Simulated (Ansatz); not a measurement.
Input:

```
CELL_PARAMETERS angstrom
      5.80746     0.00000     0.00000
      0.00000     6.35539     0.00000
      0.00000     3.17769     1.83464
ATOMIC_POSITIONS crystal
  Sn 0.00000 0.00000 0.00000
  S  0.74544 0.66667 0.00000
  S  0.25456 0.33333 0.00000
```

Space group of this cell: P-3m1, CdI2 type. The cell was relaxed by PBE-D3(BJ); by PBEsol its mean pressure is -0.6 GPa.

Transport runs along the normal of the first two printed cell vectors, the (110) plane of the conventional cell.

The gap is the functional's own. No spin-orbit coupling. Mid-gap values are interpolated on the energy grid.

### Question
Give the band gap and the smallest decay constant κ at mid-gap that PBEsol (Ansatz, a first-principles code) yields.

### Answer
Gap 1.13 eV on a 6×16×16 mesh; κ = 0.153 1/Å, at the zone centre.
